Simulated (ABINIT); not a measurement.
## Equation of state of hcp Ru (space group 194): energy against volume (ABINIT, PBE)

```
Ru
1.0
    2.66181     0.00000     0.00000
   -1.33091     2.30520     0.00000
    0.00000     0.00000     4.20390
Ru
2
Direct
  0.66667   0.33333   0.75000
  0.33333   0.66667   0.25000
```

Method of the run: PBE, norm-conserving pseudopotentials (PseudoDojo nc-sr-05 PBE standard) (plane waves; ABINIT 10.0.3). Settings: pseudos = [Ru.upf]; ecut = 110 Ry; ixc = 11; occopt = 3; tsmear = 0.00183747 Ha; ngkpt = 18 18 10; nshiftk = 1; shiftk = 0 0 0; potentials = PseudoDojo nc-sr-05 PBE standard; nband = 22; kptopt = 1; nstep = 60; tolvrs = 1e-12. The cell above is the first row's. The rows scale it uniformly. In all rows fractional positions and the k mesh are held. E is the free energy at the stated smearing, counted from the lowest row.

| V (Å^3/atom) | E (meV/atom) |
|---|---|
| 12.898 | ? |
| 13.178 | 28.34 |
| 13.458 | 7.78 |
| 13.739 | 0.00 |
| 14.019 | 3.56 |
| 14.299 | 17.20 |
| 14.580 | 39.75 |
| 14.860 | 70.20 |
| 15.141 | 107.63 |

Problem. Using the third-order Birch-Murnaghan form, a cubic in V^(-2/3), estimate the missing E at V = 12.898 from the other rows, showing the fit.

Solution. With u = V^(-2/3) - 0.171, the rows have u = 0.008239, 0.005745, 0.003326, 0.000997, -0.001255, -0.003443, -0.005555, -0.007608. Least squares gives E = 8.385 - 5796.25·u + 974366·u² + 2812174·u³. Residuals (row less fit): -0.004, 0.002, 0.011, -0.017, 0.012, -0.027, 0.032, -0.012; standard error 0.025 (degrees of freedom: 4). Its minimum lies at u = 0.002937, so V0 = (0.173937)^(-3/2) = 13.79. There d²E/du² = 1998000 and d³E/du³ = 1.687e7, so B0 = (4/9) × 13.79^(-7/3) × 1998000 × 0.160218 = 312 GPa (the last factor turns the table's units into GPa), and B0' = 4 + (2/3) × 0.173937 × (1.687e7)/1998000 = 5.0. The program's pressures in the fitted runs (not shown) pass through zero at V = 13.78, 0.00 % from this V0. At the withheld row, u = 0.010824, so E = 8.385 - 5796.25 × 0.010824 + 974366 × 0.010824² + 2812174 × 0.010824³ = 63.368 meV/atom. The calculation gives 63.30 meV/atom, 0.068 meV/atom below the prediction (0.1 % of the range of E in the table). The row lies outside the fitted rows, so this is an extrapolation. From the scatter of the fitted rows alone, a prediction at this place has a standard error of 0.074 meV/atom, so the miss is 0.9 times that.

Carrying the step between the two nearest rows on in a straight line would have given 48.90, off by 14.40; series whose last step already gives the withheld value aren't shown. The scan was laid around a cell of about the measured size, scaled by a guess for this functional; axis ratios and inner coordinates come from that cell. The runs keep the symmetry of the cell, so they don't test it for distortions. Spin polarisation is off. The shape of the cell and the inner coordinates aren't relaxed, so V0 and B0 belong to this uniform scaling; a relaxed crystal lies no higher in energy and is usually softer. Cutoffs and mesh are single choices, not tested for convergence of this quantity. Series with a scatter that would blur these digits, or in which a gap closes, are not shown. Nor are scans whose minimum lies at an end fitted in this form.
